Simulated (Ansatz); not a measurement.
Start from Y in the hcp (Mg type) structure (space group P6_3/mmc, No. 194; a = 3.6523 Å, c = 5.7029 Å; relaxed with 0.1 eV smearing). Axes: x lies along a and z along c of the hexagonal cell.

Computed with Ansatz (a program for electronic structure), PBE, PAW, cutoff 420 eV, scalar-relativistic without spin-orbit coupling.

Strains are applied to the cell and any free atomic positions relax; under biaxial strain the out-of-plane vector relaxes too.

One change was made to it. Results:

| quantity | base | after |
|---|---|---|
| pressure (mean of the normal stresses, compression positive) | 0.0 GPa | -1.1 GPa |
| shortest interatomic distance | 3.546 Å | 3.548 Å |

**Question.** Name the change that was made.
(A) biaxial strain +0.50 %, plane normal [001], relaxed out of plane
(B) biaxial strain −1.00 %, plane normal [001], relaxed out of plane
(C) biaxial strain +2.00 %, plane normal [001], relaxed out of plane
(D) biaxial strain −0.50 %, plane normal [001], relaxed out of plane

**Answer.** C, biaxial strain +2.00 %, plane normal [001], relaxed out of plane. For comparison, the pressure in the other runs: biaxial strain −0.50 %, plane normal [001], relaxed out of plane gives 0.3 GPa; biaxial strain +0.50 %, plane normal [001], relaxed out of plane gives -0.3 GPa; biaxial strain −1.00 %, plane normal [001], relaxed out of plane gives 0.6 GPa.

No phonon test of stability was made. All final runs are without spin polarisation.
